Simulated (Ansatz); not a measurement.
Consider the following.

```
CdSe
1.0
    4.28565     0.00000     0.00000
   -2.14283     3.71149     0.00000
    0.00000     0.00000     7.10498
Cd Se
2 2
Cartesian
  0.00000   2.47432   0.00918
  2.14283   1.23716   3.56167
  0.00000   2.47432   2.65518
  2.14283   1.23716   6.20767
```

All values below come from PBE with spin-orbit coupling, rigid bands (plane waves, PAW; Ansatz, an electronic-structure program). Condition of this run: uniaxial stress along c of -0.7 GPa (compression positive) (the target of the relaxation). Cell: cell and atoms relaxed with PBEsol, then loaded as said.

Problem. Predict the hole conductivity mass (n e² τ/σ) at 300 K, by direction if it differs.

Solution. 0.66 (x), 0.66 (y), 1.42 (z) mₑ.

Problem. Predict the electron conductivity mass (n e² τ/σ) at 300 K, by direction if it differs.

Solution. 0.076 (x), 0.076 (y), 0.072 (z) mₑ.

Problem. And the band gap?

Solution. 0.51 eV at this level; semilocal functionals usually fall short of the measured gap.

Rigid bands, one relaxation time for all states, no polarons. Geometry: cell and atoms relaxed with PBEsol.
